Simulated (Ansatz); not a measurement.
# HfO2: response to strain

The reference is HfO₂ in the fluorite structure (space group Fm-3m, No. 225; a = 5.059 Å). Axes: x, y, z lie along the cube axes.

Strains are applied to the cell and any free atomic positions relax.

Calculations: Ansatz (a program for electronic structure), r2SCAN, PAW, cutoff 500 eV, no spin-orbit coupling, earlier PAW set.

Candidates:
(a) strain tensor (xx, yy, zz, yz, xz, xy) = (−0.98, +1.63, −0.68, −1.15, −0.44, +0.31) %
(b) tensor shear ε_xz = +3.77 %
(c) isotropic strain −1.37 %
(d) isotropic strain +5.35 %
(e) tensor shear ε_xz = −0.71 %

Notes on the quantities. energy relative to the base: free energy F.

Order them by energy relative to the base, lowest first.

(e) tensor shear ε_xz = −0.71 % (+0.5 meV/atom), (a) strain tensor (xx, yy, zz, yz, xz, xy) = (−0.98, +1.63, −0.68, −1.15, −0.44, +0.31) % (+8.3 meV/atom), (b) tensor shear ε_xz = +3.77 % (+14 meV/atom), (c) isotropic strain −1.37 % (+16 meV/atom), (d) isotropic strain +5.35 % (+199 meV/atom)

Stability against distortions was not tested. This is not the structure that HfO2 has at room temperature and ambient pressure.
